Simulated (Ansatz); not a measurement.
**Response to strain in ScAl3**

Base system: ScAl$_{3}$ in the Cu3Au type structure (space group Pm-3m, No. 221; a = 4.087 Å; relaxed with 0.1 eV smearing). Axes: x, y, z lie along the cube axes.

Strains are applied to the cell and any free atomic positions relax; under biaxial strain the out-of-plane vector relaxes too.

Method: Ansatz (a first-principles code), r2SCAN, PAW, cutoff 500 eV, no spin-orbit coupling, earlier PAW set.

Candidates:
(a) isotropic strain +4.29 %
(b) isotropic strain +0.62 %
(c) isotropic strain +4.86 %
(d) uniaxial strain ε_yy = +1.50 %
(e) biaxial strain +2.33 %, plane normal [001], relaxed out of plane

Notes on the quantities. energy relative to the base: free energy F.

### Question
Order them by energy relative to the base, lowest first.

### Answer
(b) isotropic strain +0.62 % (+1.7 meV/atom), (d) uniaxial strain ε_yy = +1.50 % (+2.3 meV/atom), (e) biaxial strain +2.33 %, plane normal [001], relaxed out of plane (+12 meV/atom), (a) isotropic strain +4.29 % (+73 meV/atom), (c) isotropic strain +4.86 % (+92 meV/atom)

Stability against distortions was not tested. The final runs are not spin-polarised.
